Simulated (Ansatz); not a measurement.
# MgSe: response to strain

The parent structure is MgSe in the rock salt structure (space group Fm-3m, No. 225; a = 5.508 Å).

Strains are applied to the cell and any free atomic positions relax.

Computed with Ansatz (a program for electronic structure), PBE, PAW, cutoff 420 eV, no spin-orbit coupling.

Candidates:
(a) isotropic strain +3.00 %
(b) isotropic strain +0.50 %
(c) isotropic strain −1.50 %
(d) isotropic strain +2.50 %

Before the change:

The smallest direct gap is 2.40 eV.

Problem. Order them by smallest direct gap, lowest first.

Solution. (a) isotropic strain +3.00 % (1.87 eV), (d) isotropic strain +2.50 % (1.95 eV), (b) isotropic strain +0.50 % (2.31 eV), (c) isotropic strain −1.50 % (2.70 eV)

No phonon test of stability was made.
